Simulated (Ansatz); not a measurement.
Electronic density of states of amorphous Al28O43Sr, density 3.19 g/cm³, on a 2×2×2 Γ-centred mesh with a Gaussian width of 0.1 eV; energies count from the Fermi level, whose place inside the gap is arbitrary. Cell and mesh are small, so fine structure isn't converged. Calculation: PBE, scalar-relativistic without spin-orbit coupling (plane waves to 420 eV, PAW; Ansatz, a program for electronic structure). Sampling: a 2×2×2 Γ-centred mesh; Fermi-Dirac width 0.02 eV; no spin polarisation. At PBE the levels at the filled edge of the gap are localised (band-tail or defect states), and the nearest spread-out levels lie 4.2 eV apart at the zone centre.

Preparation: random packing, a CHGNet melt and quench, and a DFT relaxation. O atoms were pushed apart under 1.9 Å during the dynamics, to hinder bonds among them. The hot cell started wider than the set density and was brought back towards it in steps. It is the lowest in DFT energy of 2 quenches. It is a model cell: composition and starting density were chosen by hand, and all elements were melted together. No dispersion term was used. Its density started from a set value of 3.19 and ended at 3.19 g/cm³. Cooling (nominally 410 K/ps over its main leg) ran many orders faster than in experiment, which tends to leave more defects and strain. A cell of this size samples the disorder only roughly. The volume was held where the preparation left it and the shape relaxed, at a PBE pressure of -0.6 GPa (tension). Stress components on the final sampling reach 0.7 GPa.

```
E - EF (eV)  states/(eV atom)
-----------  ----------------
-12.00                   0.00
-11.90                   0.00
-11.80                   0.00
-11.70                   0.00
-11.60                   0.00
-11.50                   0.00
-11.40                   0.00
-11.30                   0.00
-11.20                   0.00
-11.10                   0.00
-11.00                   0.00
-10.90                   0.00
-10.80                   0.00
-10.70                   0.00
-10.60                   0.00
-10.50                   0.00
-10.40                   0.00
-10.30                   0.00
-10.20                   0.00
-10.10                   0.00
-10.00                   0.00
-9.90                    0.00
-9.80                    0.00
-9.70                    0.00
-9.60                    0.00
-9.50                    0.00
-9.40                    0.00
-9.30                    0.00
-9.20                    0.00
-9.10                    0.00
-9.00                    0.00
-8.90                    0.00
-8.80                    0.00
-8.70                    0.00
-8.60                    0.00
-8.50                    0.00
-8.40                    0.00
-8.30                    0.05
-8.20                    0.22
-8.10                    0.36
-8.00                    0.34
-7.90                    0.37
-7.80                    0.40
-7.70                    0.42
-7.60                    0.40
-7.50                    0.38
-7.40                    0.39
-7.30                    0.42
-7.20                    0.42
-7.10                    0.41
-7.00                    0.42
-6.90                    0.41
-6.80                    0.41
-6.70                    0.41
-6.60                    0.44
-6.50                    0.47
-6.40                    0.49
-6.30                    0.54
-6.20                    0.58
-6.10                    0.57
-6.00                    0.51
-5.90                    0.54
-5.80                    0.56
-5.70                    0.53
-5.60                    0.54
-5.50                    0.57
-5.40                    0.56
-5.30                    0.56
-5.20                    0.57
-5.10                    0.57
-5.00                    0.54
-4.90                    0.49
-4.80                    0.55
-4.70                    0.62
-4.60                    0.61
-4.50                    0.63
-4.40                    0.66
-4.30                    0.62
-4.20                    0.62
-4.10                    0.69
-4.00                    0.74
-3.90                    0.74
-3.80                    0.73
-3.70                    0.74
-3.60                    0.76
-3.50                    0.73
-3.40                    0.69
-3.30                    0.72
-3.20                    0.80
-3.10                    0.81
-3.00                    0.77
-2.90                    0.79
-2.80                    0.90
-2.70                    0.90
-2.60                    0.78
-2.50                    0.65
-2.40                    0.54
-2.30                    0.46
-2.20                    0.47
-2.10                    0.44
-2.00                    0.37
-1.90                    0.28
-1.80                    0.11
-1.70                    0.01
-1.60                    0.00
-1.50                    0.00
-1.40                    0.00
-1.30                    0.00
-1.20                    0.00
-1.10                    0.00
-1.00                    0.00
-0.90                    0.00
-0.80                    0.00
-0.70                    0.00
-0.60                    0.00
-0.50                    0.00
-0.40                    0.00
-0.30                    0.00
-0.20                    0.00
-0.10                    0.00
0.00                     0.00
0.10                     0.00
0.20                     0.00
0.30                     0.00
0.40                     0.00
0.50                     0.00
0.60                     0.00
0.70                     0.00
0.80                     0.00
0.90                     0.00
1.00                     0.00
1.10                     0.00
1.20                     0.00
1.30                     0.00
1.40                     0.00
1.50                     0.00
1.60                     0.00
1.70                     0.00
1.80                     0.02
1.90                     0.01
2.00                     0.00
2.10                     0.00
2.20                     0.00
2.30                     0.00
2.40                     0.00
2.50                     0.03
2.60                     0.06
2.70                     0.04
2.80                     0.05
2.90                     0.06
3.00                     0.07
3.10                     0.06
3.20                     0.06
3.30                     0.06
3.40                     0.07
3.50                     0.06
3.60                     0.06
3.70                     0.08
3.80                     0.08
3.90                     0.07
4.00                     0.07
4.10                     0.08
4.20                     0.12
4.30                     0.15
4.40                     0.16
4.50                     0.14
4.60                     0.10
4.70                     0.19
4.80                     0.23
4.90                     0.20
5.00                     0.24
5.10                     0.28
5.20                     0.26
5.30                     0.24
5.40                     0.30
5.50                     0.33
5.60                     0.35
5.70                     0.35
5.80                     0.32
5.90                     0.31
6.00                     0.37
6.10                     0.39
6.20                     0.42
6.30                     0.40
6.40                     0.36
```

The level gap on this mesh is 3.67 eV; the broadening fills part of it in the curve.
